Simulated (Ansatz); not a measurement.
# Effect of biaxial strain −1.50 %, plane normal [001], relaxed out of plane on TiAl

Base system: TiAl (space group P4/mmm, No. 123; a = 2.766 Å, c = 4.002 Å; relaxed with 0.1 eV smearing). Axes: x, y, z lie along a, b, c of the conventional cell.

Modification: biaxial strain −1.50 %, plane normal [001], relaxed out of plane (Cartesian); in-plane vectors clamped, the third vector and the atoms free.

All numbers come from LDA (Ansatz, an electronic-structure program), without spin-orbit coupling. Γ-centred 21×21×15 mesh, Fermi–Dirac width 0.1 eV.

- Volume per atom: 15.10 Å³ (base 15.31 Å³)
- Space group: P4/mmm (No. 123) (base P4/mmm (No. 123))
- Shortest interatomic distance: 2.725 Å (base 2.766 Å)
- Pressure (mean of the normal stresses, compression positive): 1.8 GPa (base 0.0 GPa)
- Band gap: zero (base zero)
- Out-of-plane strain: +1.62 %
- Mean in-plane stress (compression positive): +2.8 GPa

Final structure (turned so that z lies along the plane normal):

```yaml
crystal:
  lattice:
    - [2.72467, 0.00000, 0.00000]
    - [0.00000, 2.72467, 0.00000]
    - [0.00000, 0.00000, 4.06690]
  atoms:
    - { symbol: Ti, position: [0.00000, 0.00000, 0.00000] }
    - { symbol: Al, position: [0.50000, 0.50000, 0.50000] }
```

No phonon test of stability was made. The final runs are not spin-polarised.
